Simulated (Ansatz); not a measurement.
Functionals compared on a constructed model of the (100) surface of fcc Ni, ferromagnetic, a pseudomorphic layer of Cu in the host's stacking (bottom of the slab: a bare face, its two planes held), in Ansatz (plane waves, PAW). The structure was relaxed with PBE; the other rows are single points on it. Cutoff 420 eV.

Model: 7-atom slab, 10.8 Å thick at the start, 15x15x1 mesh, Fermi-Dirac 0.1 eV, dipole correction, 2 atoms held, the rest relaxed; held to the start's symmetry, so lower structures may exist; spin-polarised, ending with about 3.7 μB a cell; orders that need a larger cell were not tried, no spin-orbit, no U. It is one candidate, not shown to be the stable structure of the face. These notes are the PBE run's.

```
functional  work function of the top face (eV)  magnetic moment of the cell (μB)  rough cost of the single point
----------  ----------------------------------  --------------------------------  ------------------------------
PBE                                       4.65                              3.75                               –
RPBE                                       ___                              3.79     very roughly 3 core-minutes
```

Some entries are withheld; supply them.


- RPBE, work function of the top face (eV): 4.48

Ansatz is an electronic-structure program.
